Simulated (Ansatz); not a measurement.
Cost and result by functional for the adsorption energy of CO on the 1x1 (100) surface of fcc Cu, one in a 2x2 cell, started at the site 'bridge Cu-Cu (span 2.6 Å)', in Ansatz (plane waves, PAW). Single points on the PBE structure, on one kind of machine; costs are rough ratios of the slab run's core time (references not counted) to the cheapest single point. r2SCAN's cost holds its higher cutoff (500 against 420 eV). Differences are taken against r2SCAN for comparison alone: no measured value is at hand, so the table doesn't rank accuracy.

Model: 18-atom slab, 5.3 Å thick at the start under the adsorbate (thin: gaps and levels are the slab's own), 6x6x1 mesh, Fermi-Dirac 0.1 eV, dipole correction, 8 atoms held, the rest relaxed; symmetry of the start imposed; no spin, no spin-orbit, no U, no dispersion correction. At the end it is bonded to 2 Cu. In PBE it is, or lies within 0.03 eV of, the lowest of the starts that converged. These notes are the PBE run's. Adsorption energies are against CO(g). A negative adsorption energy means that the adsorbate is more stable on the surface than in its reference.

| functional | relative cost | adsorption energy (eV) | less r2SCAN (eV) |
|---|---|---|---|
| RPBE | 1 | -0.53 | 0.44 |
| r2SCAN | 2 | -0.97 | 0.00 |
| PBE (the relaxed run's value) | – | -0.86 | 0.11 |

The values span 0.44 eV, while the single points' costs differ by a factor of roughly 2. Differences are of unrounded values.

Ansatz is a program for electronic structure.
